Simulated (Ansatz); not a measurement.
# What biaxial strain −1.50 %, plane normal [001], relaxed out of plane does to Ga2O3

Start from Ga₂O₃ in the corundum structure (space group R-3c, No. 167; a = 4.950 Å, c = 13.306 Å (hexagonal axes)). Axes: x lies along a and z along c of the hexagonal cell.

Perturbation: biaxial strain −1.50 %, plane normal [001], relaxed out of plane (Cartesian); in-plane vectors clamped, the third vector and the atoms free.

Calculations: Ansatz (an electronic-structure program) LDA, spin-orbit coupling left out. Settings: 8×8×8 k-points, 0.05 eV Fermi–Dirac smearing.

```json
[
 {"quantity": "volume per atom", "base": "9.41 Å³", "changed": "9.24 Å³", "shift": "-0.17 Å³"},
 {"quantity": "space group", "base": "R-3c (No. 167)", "changed": "R-3c (No. 167)", "shift": "–"},
 {"quantity": "shortest interatomic distance", "base": "3.611 bohr", "changed": "3.584 bohr", "shift": "-0.027 bohr"},
 {"quantity": "energy relative to the base (free energy F)", "base": "0 meV/atom", "changed": "+6.7 meV/atom", "shift": "+6.7 meV/atom"},
 {"quantity": "pressure (mean of the normal stresses, compression positive)", "base": "0.00 GPa", "changed": "5.13 GPa", "shift": "+5.138 GPa"},
 {"quantity": "band gap", "base": "3.04 eV", "changed": "3.26 eV", "shift": "+0.22 eV"},
 {"quantity": "gap character", "base": "indirect, Γ–S₀ (50 % along) → Γ", "changed": "indirect, Γ–S₀ (50 % along) → Γ", "shift": "–"},
 {"quantity": "width of the top valence band", "base": "0.47 eV", "changed": "0.46 eV", "shift": "-0.01 eV"},
 {"quantity": "electron mass", "base": "0.24 mₑ (at Γ)", "changed": "0.26 mₑ (at Γ)", "shift": "–"},
 {"quantity": "out-of-plane strain", "base": "–", "changed": "+1.20 %", "shift": "–"},
 {"quantity": "ratio −ε⊥/ε∥", "base": "–", "changed": "0.80", "shift": "–"},
 {"quantity": "mean in-plane stress (compression positive)", "base": "–", "changed": "+7.7 GPa", "shift": "–"}
]
```

Final structure (turned so that z lies along the plane normal):

```yaml
crystal:
  lattice:
    - [4.87569, 0.00000, 0.00000]
    - [2.43785, 4.22247, 0.00000]
    - [2.43785, -1.40749, 4.48843]
  atoms:
    - { symbol: Ga, position: [0.70937, 0.64531, 0.93594] }
    - { symbol: Ga, position: [0.70937, 0.14531, 0.43594] }
    - { symbol: Ga, position: [0.29063, 0.35469, 0.06406] }
    - { symbol: Ga, position: [0.29063, 0.85469, 0.56406] }
    - { symbol: O, position: [0.50000, 0.44669, 0.25000] }
    - { symbol: O, position: [0.80331, 0.75000, 0.25000] }
    - { symbol: O, position: [0.50000, 0.55331, 0.75000] }
    - { symbol: O, position: [0.80331, 0.94669, 0.75000] }
    - { symbol: O, position: [0.19669, 0.25000, 0.75000] }
    - { symbol: O, position: [0.19669, 0.05331, 0.25000] }
```

Cost of the whole job for the changed cell (relaxation, final SCF and bands): around 50 core-seconds (rough).

Effective masses come from finite differences of ±0.01 Å⁻¹. Semilocal Kohn–Sham gaps tend to fall short of experiment. Stability against distortions was not tested.
